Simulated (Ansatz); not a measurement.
The parent structure is AlN in the wurtzite structure (space group P6_3mc, No. 186; a = 3.114 Å, c = 4.984 Å).

Modification: full substitution N → P; the structure is relaxed again.

Levels (all Ansatz, a first-principles code, PAW): PBEsol (420 eV, no spin-orbit coupling); PBEsol+SOC (420 eV, noncollinear with spin-orbit coupling).

The geometry is relaxed with PBEsol.

```
Item                                         Value
----------------------------  --------------------
PBEsol valence-band top at Γ  0.00, 0.00, -0.12 eV
PBEsol band gap                            1.83 eV
```

### Question
What does PBEsol+SOC give at this geometry for the valence-band top at Γ, band gap and hole mass?

### Answer
The valence-band top at Γ (three highest Kramers pairs, from the VBM) changes from 0.00, 0.00, -0.12 eV to 0.00, -0.03, -0.15 eV; the band gap falls by 0.021 eV, from 1.83 eV to 1.80 eV; the hole mass is 1.3 mₑ along c, 0.32 mₑ across (at Γ).

Single points use the geometry relaxed with PBEsol. The spin-orbit shifts are approximate. Effective masses come from finite differences of ±0.01 Å⁻¹. Stability against distortions was not tested. For AlP in this form, whether it has been made was not checked. This is not the structure that AlP has at room temperature and ambient pressure.
